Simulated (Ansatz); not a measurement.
For BN (model structure, started from the SiC type, P3m1, No. 156, 20 atoms in the cell), LDA in Ansatz (PAW) gives:

| Item | Value |
|---|---|
| lattice constant a | 2.528 Å |
| c axis length | 20.753 Å |
| cohesive energy | 8.05 eV/atom |
| band gap | 5.17 eV |

Task: What does r²SCAN in Ansatz (plane waves, PAW) give for the same quantities?

Result: 
- lattice constant a: 2.549 Å (rises by 0.8 %)
- lattice parameter c: 20.918 Å (grows by 0.8 %)
- cohesive energy: 6.80 eV/atom (decreases by 1.25 eV/atom)
- band gap: 5.78 eV (goes up by 0.61 eV)

Changes are worked out from the printed values.

Unless a cell is named, each level is at its own relaxed cell (LDA 5.74, r²SCAN 5.88 Å³/atom).

Density-functional gaps are differences of (generalised) Kohn–Sham levels.

Ansatz's density-functional and Hartree–Fock values are scalar-relativistic unless marked +SOC, with PAW data made under PBE.

A model structure was made by putting elements into a prototype or built by hand; it is no filed structure, need not be a known phase, and can be a saddle point held by its symmetry.

Ansatz is a quantum-chemistry and plane-wave program.
